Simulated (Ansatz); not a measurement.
Be (model structure, Fm-3m, No. 225, 1 atoms in the cell) was calculated with PBEsol (Ansatz, a quantum-chemistry and plane-wave program, plane waves, PAW).

Run with plane-wave cutoff 520 eV, 30×30×30 k mesh, Fermi–Dirac smearing 0.05 eV, scalar-relativistic PAW data made under PBE.

Cell (relaxed at this level):

```yaml
crystal:
  lattice:
    - [0.00000, 1.57344, 1.57344]
    - [1.57344, 0.00000, 1.57344]
    - [1.57344, 1.57344, 0.00000]
  atoms:
    - { symbol: Be, position: [0.00000, 0.00000, 0.00000] }
```

### Question
Estimate the bulk modulus that the calculation returns.

### Answer

bulk modulus: 122 GPa

The run finds no gap.

Note: the bulk modulus is −V dP/dV from two relaxed cells at ±2 % in volume; the relaxation could raise the start's symmetry but not lower it, so the cell can be a saddle point.

The computed numbers hold no vibrational or temperature effects.

Computing time: around 23 core-seconds (rough).

A model structure was made by putting elements into a prototype or built by hand; it is no filed structure, need not be a known phase, and can be a saddle point held by its symmetry.
